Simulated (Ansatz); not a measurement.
For InAs (model structure, started from the PtS type, P4₂/mmc, No. 131, 4 atoms in the cell), PBEsol (Ansatz, a program for electronic structure, PAW) gives:

- lattice constant a = 3.983 Å
- lattice parameter c = 7.215 Å
- formation enthalpy = 0.256 eV/atom

Q: What does PBE-D3(BJ) in Ansatz (plane waves, PAW) give for the same quantities?

A: 
- lattice constant a: 3.967 Å (shrinks by 0.4 %)
- lattice parameter c: 7.334 Å (goes up by 1.6 %)
- formation enthalpy: 0.287 eV/atom (rises by 0.031 eV/atom)

Changes are worked out from the printed values.

Unless a cell is named, each level is at its own relaxed cell (PBEsol 28.62, PBE-D3(BJ) 28.86 Å³/atom).

Levels without +SOC leave out spin–orbit coupling, which shifts energies and cells of such heavy elements.

Ansatz's density-functional and Hartree–Fock values are scalar-relativistic unless marked +SOC, with PAW data made under PBE.

A model structure was made by putting elements into a prototype or built by hand; it is no filed structure, need not be a known phase, and can be a saddle point held by its symmetry.
